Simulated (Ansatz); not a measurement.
Results of r²SCAN-D4 in Ansatz (PAW) for NaIO3 (Pnma, No. 62).

Numerical settings: plane-wave cutoff 500 eV, 6×6×8 k mesh (along the axes of the cell as run), gaussian smearing 0.02 eV, scalar-relativistic PAW data made under PBE.

Cell (relaxed at this level):

```cif
data_I4Na4O12
_chemical_formula_sum 'O12 I4 Na4'
_space_group_name_H-M_alt 'P 1'
_space_group_IT_number 1
_cell_length_a 6.36008
_cell_length_b 7.98315
_cell_length_c 5.70453
_cell_angle_alpha 90.000
_cell_angle_beta 90.000
_cell_angle_gamma 90.000
loop_
_space_group_symop_operation_xyz
  'x, y, z'
loop_
_atom_site_label
_atom_site_type_symbol
_atom_site_fract_x
_atom_site_fract_y
_atom_site_fract_z
_atom_site_occupancy
O1 O 0.09322 0.25000 0.70884 1
O2 O 0.90678 0.75000 0.29116 1
O3 O 0.40678 0.75000 0.20884 1
O4 O 0.59322 0.25000 0.79116 1
I1 I 0.00878 0.25000 0.01117 1
I2 I 0.99122 0.75000 0.98883 1
I3 I 0.49122 0.75000 0.51117 1
I4 I 0.50878 0.25000 0.48883 1
Na1 Na 0.00000 0.00000 0.50000 1
Na2 Na 0.00000 0.50000 0.50000 1
Na3 Na 0.50000 0.00000 0.00000 1
Na4 Na 0.50000 0.50000 0.00000 1
O5 O 0.16516 0.08110 0.13635 1
O6 O 0.83484 0.58110 0.86365 1
O7 O 0.33484 0.91890 0.63635 1
O8 O 0.66516 0.41890 0.36365 1
O9 O 0.83484 0.91890 0.86365 1
O10 O 0.16516 0.41890 0.13635 1
O11 O 0.66516 0.08110 0.36365 1
O12 O 0.33484 0.58110 0.63635 1
```

**Question.** Predict the band gap.

**Answer.** 
band gap: 4.18 eV (on the SCF k mesh)

Note: the relaxation could not lower the start's symmetry, so the cell can be a saddle point above a distorted one.

Spin–orbit coupling is not included.

Computed values are for the static lattice.

Ansatz is a first-principles code.
